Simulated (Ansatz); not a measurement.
Consider MoS$_{2}$ (space group P6_3/mmc, No. 194; a = 3.1493 Å, c = 12.0895 Å; layered, stacked along the Cartesian z axis). Axes: x lies along a and z along c of the hexagonal cell.

Level of theory: DFT with PBE-D3(BJ), PAW potentials and a 420 eV plane-wave cutoff in Ansatz (an electronic-structure program), without spin-orbit coupling.

Strains are applied to the cell and any free atomic positions relax.

One change was made to it. Results:

| quantity | base | after |
|---|---|---|
| pressure (mean of the normal stresses, compression positive) | 0.00 GPa | 0.60 GPa |
| band gap | 0.77 eV | 0.67 eV |
| gap character | indirect, Γ → K–Γ (44 % along) | indirect, Γ → K–Γ (44 % along) |

Problem. Which of these changes matches the shifts?
(A) uniaxial strain ε_zz = −1.80 %
(B) uniaxial strain ε_zz = −3.00 %
(C) uniaxial strain ε_zz = −2.40 %

Solution. A, uniaxial strain ε_zz = −1.80 %. For comparison, the pressure in the other runs: uniaxial strain ε_zz = −2.40 % gives 0.85 GPa; uniaxial strain ε_zz = −3.00 % gives 1.13 GPa.

Whether these cells are dynamically stable was not tested.
